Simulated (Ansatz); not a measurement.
# Pressure series in CaWO4

The parent structure is CaWO4 (space group I4_1/a, No. 88; a = 5.2234 Å, c = 11.2516 Å).

Cell and atoms are relaxed at each pressure.

The values are results of Ansatz (an electronic-structure program) PBEsol, scalar-relativistic without spin-orbit coupling, not measurements.

Two rows of this table had their results exchanged by mistake.

```tsv
pressure	volume per atom (Å³)	shortest distance (Å)	band gap
pressure −2 GPa	13.13	1.794	4.11 eV
pressure −1 GPa	12.95	1.793	4.10 eV
pressure 0.9 GPa	12.65	1.792	4.09 eV
pressure 2.1 GPa	12.48	1.791	4.08 eV
pressure 4.5 GPa	12.18	1.790	4.06 eV
pressure 9 GPa	10.26	1.784	3.78 eV
pressure 15 GPa	11.18	1.786	3.99 eV
pressure 22.5 GPa	10.67	1.785	3.91 eV
pressure 30 GPa	11.69	1.788	4.04 eV
```

**Question.** Which two?

**Answer.** The rows for pressure 9 GPa and pressure 30 GPa: the volume has to fall steadily with pressure, so 11.69 Å³ belongs to pressure 9 GPa and 10.26 Å³ to pressure 30 GPa.

With W present, leaving out spin-orbit coupling can change the band edges. Load acts through the strain it causes; cell and atoms are relaxed under it. No phonon test of stability was made. No other phases were tried under pressure.
